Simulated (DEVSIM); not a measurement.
Device: Ni/SiO2/p-Ge capacitor, at 300 K.

| layer (left to right) | material | thickness (nm) | Na (cm⁻³) |
|---|---|---|---|
| 1 | SiO2 | 46.0 | - |
| 2 | Ge | 18000 | 1.1e15 |

Metal gate on the left, work function 5.1 eV. Fixed charge at the semiconductor interface -1.5e11 cm⁻² (in units of +e); no interface traps.

This is a model device: material constants are rounded textbook-type values typed into the input, and sizes, dopings and lifetimes were drawn at random. Values at 300 K; Nc and Nv go as T^1.5, mobilities as T to minus their exponent, the gap by Varshni's rule with the affinity fixed.

```csv
parameter,SiO2,Ge
gap (eV),9,0.664
affinity (eV),0.9,4
permittivity,3.9,16
Nc (cm⁻³),-,1.04e19
Nv (cm⁻³),-,6e18
Varshni α (eV/K),-,0.000477
Varshni β (K),-,235
```

DEVSIM, 1D Poisson equation in equilibrium, Boltzmann statistics, complete ionisation; no quantum confinement or tunnelling. Metal contacts follow the ideal Schottky-Mott rule: no Fermi-level pinning, no interface dipoles.

Base results: flat-band voltage (V) 0.98; threshold voltage (band bending 2φF) (V) 1.32; capacitance of the dielectric stack (μF/cm²) 0.0751; minimum of the low-frequency capacitance (μF/cm²) 0.0240.

Problem. What follows from this one change: substrate doping 1.1e+15 → 2.2e+14 cm^-3?

Solution. flat-band voltage 0.98 → 1.02 V; threshold voltage (band bending 2φF) 1.32 → 1.19 V; capacitance of the dielectric stack little changed (0.0751 μF/cm²); minimum of the low-frequency capacitance 0.0240 → 0.0180 μF/cm².

Problem. What follows from this one change: fixed charge -1.5e+11 → -8.55e+10 cm^-2?

Solution. flat-band voltage 0.98 → 0.84 V; threshold voltage (band bending 2φF) 1.32 → 1.18 V; capacitance of the dielectric stack little changed (0.0751 μF/cm²); minimum of the low-frequency capacitance little changed (0.0239 μF/cm²).

Problem. What follows from this one change: SiO2 thickness 0.046 → 0.055 μm?

Solution. flat-band voltage 0.98 → 1.04 V; threshold voltage (band bending 2φF) 1.32 → 1.41 V; capacitance of the dielectric stack 0.0751 → 0.0628 μF/cm²; minimum of the low-frequency capacitance 0.0240 → 0.0226 μF/cm².

Problem. What follows from this one change: interface trap density 0 → 2e+12 cm^-2 eV^-1?

Solution. flat-band voltage 0.98 → 0.51 V; threshold voltage (band bending 2φF) 1.32 → 1.73 V; capacitance of the dielectric stack little changed (0.0751 μF/cm²); minimum of the low-frequency capacitance 0.0240 → 0.0620 μF/cm².

Problem. What follows from this one change: gate work function 5.1 → 5.4 eV?

Solution. flat-band voltage 0.98 → 1.28 V; threshold voltage (band bending 2φF) 1.32 → 1.62 V; capacitance of the dielectric stack little changed (0.0751 μF/cm²); minimum of the low-frequency capacitance little changed (0.0240 μF/cm²).
